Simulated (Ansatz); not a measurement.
Functionals compared on the (21-32) surface of hcp Ru in its 1x1 cell, outermost plane spacing 0.55 Å in the ideal cut, in Ansatz (plane waves, PAW). The structure was relaxed with PBE; the other rows are single points on it, each with its references at the same level. Cutoff 420 eV (500 eV for r2SCAN).

Slab: 26 atoms, 10.4 Å thick at the start (thin: gaps and levels are the slab's own); k 8x6x1, smearing 0.1 eV, dipole-corrected; all atoms relaxed; start symmetry kept, larger cells not searched; no spin, no spin-orbit, no U. These notes are the PBE run's.

| functional | surface energy (J/m²) | work function of the top face (eV) | rough cost of the single point |
|---|---|---|---|
| PBE | 3.25 | 4.52 | – |
| LDA | 3.89 | 4.87 | around 7 core-minutes (rough) |
| PBEsol | 3.71 | 4.63 | around 8 core-minutes (rough) |
| RPBE | 2.98 | 4.35 | around 8 core-minutes (rough) |
| r2SCAN | 3.49 | 4.51 | roughly 13 core-minutes |

Ansatz is a program for electronic structure.
